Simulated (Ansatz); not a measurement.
Take HgTe in the zinc blende structure (space group F-43m, No. 216; a = 6.510 Å) as the base. Axes: x, y, z lie along the cube axes.

All numbers come from PBEsol (Ansatz, a quantum-chemistry and plane-wave program), no SOC.

For the base:

The pressure is 0.0 GPa.

It is then changed as follows: tensor shear ε_xy = +2.00 % (engineering shear γ = 0.0400); the atoms relax in the strained cell.

Predict the new valley order and pressure.

The valley order (the lowest conduction-band minima on the path, energy above the VBM, named in the base's zone) amounts to Γ 0.01 eV; L along [1-1-1] 0.41 eV; L along [111] 0.73 eV; the pressure (mean of the normal stresses, compression positive) remains 0.0 GPa.

Spin-orbit coupling, missing from the scalar runs, can matter with Hg and Te. Whether these cells are dynamically stable was not tested. The final runs are not spin-polarised.
